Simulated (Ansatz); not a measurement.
## How the c axis length of HgTe (model structure, started from the PtS type, P4₂/mmc, No. 131, 4 atoms in the cell) moves with the method

No measured value is used here.

| level (code) | value (Å) |
|---|---|
| PBE (Ansatz) | 7.911 |
| PBEsol (Ansatz) | 7.851 |
| PBE-D3(BJ) (Ansatz) | 7.988 |

Density-functional levels without +SOC have no spin–orbit coupling. Ansatz's density-functional and Hartree–Fock values are scalar-relativistic unless marked +SOC, with PAW data made under PBE.

A model structure was made by putting elements into a prototype or built by hand; it is no filed structure, need not be a known phase, and can be a saddle point held by its symmetry.

Ansatz is an electronic-structure program.
